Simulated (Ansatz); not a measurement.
**OH on the 1x1 (111) surface of fcc Ir, one in a 2x2 cell, started at the site 'bridge Ir-Ir (span 2.7 Å)'**

These are r2SCAN, at the PBE geometry (plane waves to 500 eV, PAW; Ansatz, a quantum-chemistry and plane-wave program) values and carry that method's errors.

Set-up: 18 atoms, 6.6 Å thick at the start under the adsorbate (thin: gaps and levels are the slab's own); mesh 6x6x1; 0.1 eV smearing; dipole correction on; single point; no symmetry held, on the structure that PBE left; no spin, no spin-orbit, no U, no dispersion correction. At the end it is bonded to 2 Ir. In PBE it is, or lies within 0.03 eV of, the lowest of the starts that converged; the order may differ at this level.

```json
{
 "adsorption energy against H2O(g) − ½ H2(g) at the same level": "443 meV",
 "work_function_of_the_top_face": "4.99 eV",
 "change_of_the_work_function": "-0.55 eV",
 "change_of_the_step_from_the_bottom_to_the_top_vacuum_level_against_the_clean_slab": "-0.57 eV",
 "height of the binding atom over the mean of the host atoms within 0.3 Å of the top one": "1.755 Å",
 "nearest_host_atoms_of_the_binding_atom": "Ir at 2.18 Å, Ir at 2.18 Å, Ir at 3.00 Å",
 "caution": "the clean host was not checked against rearrangement in a larger or rattled cell",
 "cost": "about 8 core-minutes (a rough figure)"
}
```

A negative adsorption energy means that the adsorbate is more stable on the surface than in its reference.
